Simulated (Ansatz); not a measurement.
# How far PBE and r2SCAN part for ZnS, isotropic strain −0.85 %

Take ZnS in the wurtzite structure (space group P6_3mc, No. 186; a = 3.845 Å, c = 6.306 Å) as the base.

(Cell as relaxed with PBE.)

Levels (all Ansatz, a first-principles code, PAW, earlier PAW set): PBE (420 eV, no spin-orbit coupling); r2SCAN (500 eV, no SOC).

Each level relaxes its own structure.

| base | PBE | r2SCAN |
|---|---|---|
| volume per atom | 20.19 Å³ | 19.60 Å³ |
| lattice parameter a | 3.845 Å | 3.807 Å |
| band gap | 2.07 eV | 2.77 eV |

The change: every lattice vector is shortened by 0.85 %; the atoms relax in the strained cell.

| quantity | PBE | r2SCAN |
|---|---|---|
| electron mass | 0.16 mₑ along c, 0.18 mₑ across (at Γ) | ___ |
| band gap | 2.19 eV | ___ |
| shift of the gap caused by the change | +0.11 eV | ___ |

### Question
Predict the r2SCAN column.

### Answer

- electron mass, r2SCAN: 0.18 mₑ along c, 0.21 mₑ across (at Γ)
- band gap, r2SCAN: 2.89 eV
- shift of the gap caused by the change, r2SCAN: +0.12 eV

PBE's band gap lies 0.706 eV below r2SCAN's. Neither level is exact; r2SCAN is the comparison here, not a measurement.

Masses are band curvatures over ±0.01 Å⁻¹ around the edge. No phonon test of stability was made.
